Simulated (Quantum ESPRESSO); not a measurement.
Quantum ESPRESSO is run on Li₇NbO₆ (R3, 14 atoms in the cell), and the run fails. The aim is a self-consistent single point with DFT, PBEsol, plane waves, GBRV 1.5 ultrasoft (PBESOL) pseudopotentials.

Cell that was meant: a = 5.8945 Å, b = 5.8945 Å, c = 5.8945 Å, α = 56.84°, β = 56.84°, γ = 56.84°.

Part of the input:

```fortran
 ibrav = 0
 nat = 14
 ntyp = 3
 ecutwfc = 40.0
 ecutrho = 320
 occupations = 'fixed'
 nbnd = 39
[...]
O     0.88424000    0.23080000    0.63934000
O     0.07160000    0.79532000    0.37572000
O     0.37572000    0.07160000    0.79532000
O     0,79532000    0,37572000    0,07160000
K_POINTS {automatic}
6 6 6  0 0 0
CELL_PARAMETERS {angstrom}
```

Log, with long lists cut:

```
     This program is part of the open-source Quantum ESPRESSO suite
     for quantum simulation of materials; please cite

[eval_infix.c] A parsing error occurred
helper string:
0,79532000
error code:
Error: invalid token: ,

 %%%%%%%%%%%%%%%%%%%%%%%%%%%%%%%%%%%%%%%%%%%%%%%%%%%%%%%%%%%%%%%%%%%%%%%%%%%%%%
     Error in routine card_atomic_positions (1):
     Error while parsing atomic position card.
 %%%%%%%%%%%%%%%%%%%%%%%%%%%%%%%%%%%%%%%%%%%%%%%%%%%%%%%%%%%%%%%%%%%%%%%%%%%%%%

     stopping ...
```

**Question.** From the messages shown, name the fault and mend the input.

**Answer.** The fault is decimal commas. The program does not read a comma as a decimal mark. To fix it, use decimal points. The program stopped before any SCF iteration.

An input that runs soundly differs in these lines (not the only fix; some lines may just follow from the change or write a value another way):
```diff
- ecutwfc = 40.0
+ ecutwfc = 40
-O     0,79532000    0,37572000    0,07160000
+O     0.79532000    0.37572000    0.07160000
```

With that input, the run converged in 16 iterations: free energy E − TS -5622.5459 eV; top of the valence band (on the code's own zero) 4.16 eV; gap on the k-point mesh 3.59 eV; pressure -5.96 GPa; largest force (vector length) 0.557 eV/Å (DFT, PBEsol, plane waves, GBRV 1.5 ultrasoft (PBESOL) pseudopotentials).

On the sound input: the starting cell comes from a database of computed structures (which also holds hypothetical and non-ambient phases and stackings), without a prior relaxation at this level. With a pressure of about -6 GPa the cell is away from its equilibrium volume at this level.
